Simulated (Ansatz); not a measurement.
# A computed series for MoSi2: response to strain

Base system: MoSi2 (space group I4/mmm, No. 139; a = 3.202 Å, c = 7.819 Å). Axes: x, y, z lie along a, b, c of the conventional cell.

Strains are applied to the cell and any free atomic positions relax; under biaxial strain the out-of-plane vector relaxes too.

Calculations: r2SCAN (Ansatz, an electronic-structure program), no SOC.

Notes on the quantities. energy relative to the base: free energy F; pressure: mean of the normal stresses, compression positive.

```tsv
change	shortest interatomic distance	energy relative to the base	pressure	space group
base	4.867 bohr	0 meV/atom	0.0 GPa	I4/mmm (No. 139)
biaxial strain −4.37 %, plane normal [001], relaxed out of plane	4.793 bohr	+87 meV/atom	17.0 GPa	I4/mmm (No. 139)
biaxial strain −0.19 %, plane normal [001], relaxed out of plane	4.871 bohr	+0.2 meV/atom	?	I4/mmm (No. 139)
biaxial strain +1.43 %, plane normal [001], relaxed out of plane	4.838 bohr	+8.2 meV/atom	-4.5 GPa	I4/mmm (No. 139)
biaxial strain +1.82 %, plane normal [001], relaxed out of plane	4.830 bohr	+13 meV/atom	-5.6 GPa	I4/mmm (No. 139)
biaxial strain +2.12 %, plane normal [001], relaxed out of plane	4.825 bohr	+18 meV/atom	-6.5 GPa	I4/mmm (No. 139)
biaxial strain +3.58 %, plane normal [001], relaxed out of plane	4.799 bohr	?	-10.2 GPa	I4/mmm (No. 139)
isotropic strain +0.82 %	4.894 bohr	+5.4 meV/atom	-5.1 GPa	I4/mmm (No. 139)
uniaxial strain ε_xx = −5.61 %	4.826 bohr	?	13.9 GPa	Immm (No. 71)
uniaxial strain ε_xx = −2.87 %	4.872 bohr	+15 meV/atom	6.5 GPa	Immm (No. 71)
```

Fill in the withheld entries from the trend.


- biaxial strain −0.19 %, plane normal [001], relaxed out of plane, pressure: 0.6 GPa
- biaxial strain +3.58 %, plane normal [001], relaxed out of plane, energy relative to the base: +49 meV/atom
- uniaxial strain ε_xx = −5.61 %, energy relative to the base: +60 meV/atom

A case with no gap was solved on a k-mesh chosen for an insulator, which is coarse for it. Without a gap, meshes like the base's 14×14×14 leave anisotropic stresses uncertain by several tenths of a GPa, and small strain energies with them. No phonon test of stability was made. All final runs are without spin polarisation.
